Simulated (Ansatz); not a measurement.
InP: band gap against strain

InP (zinc blende, F-43m, 25.392 Å³/atom at rest, cube axes along x, y and z) under a strain ε along a cube axis (axis z), the other axes held. PBEsol in Ansatz, a plane-wave DFT program (PAW, default set), 420 eV, 10×10×10 Γ-centred mesh, Fermi-Dirac smearing 0.05 eV; ions are relaxed within the symmetry of each cell. Gaps are the smallest over the k-mesh and a band path, without spin-orbit coupling; in all rows the valence edge lies at Γ and the conduction edge at Γ.

Here s stands for strain and Eg for gap.

```
strain (%)  gap (eV)
----------  --------
-3.00              ?
-1.50          0.602
-1.00          0.591
-0.50          0.580
0.00           0.569
```

### Question
Fit Eg against s with a straight line, and predict the withheld value at s = -3.00.

### Answer
Means: s -0.75000, Eg 0.5855. About the means, the sum of products is -0.027500 and the sum of squares of s is 1.2500; the slope is their ratio. Least squares gives Eg = 0.5690 - 0.02200·s. Residuals (row less fit): 0.0000, 0.0000, 0.0000, 0.0000; standard error 0.0000 (degrees of freedom: 2). Over these rows the gap moves by -2.2 ± 0.03 eV per unit strain. At the withheld row, Eg = 0.5690 - 0.02200 × (-3.0) = 0.6350 eV. The calculation gives 0.635 eV, which the fit meets to the printed digits. The row lies outside the fitted rows, so this is an extrapolation. The fitted rows scatter only by rounding.

Spin-orbit coupling is left out, which can shift this property for InP. Rows are the converged runs of the series near zero and its far end; series whose fitted rows scatter by over a few per cent of the range, as at a crossing or softening among them, aren't shown in this form. Most that stay on the fit to the last digits aren't either.
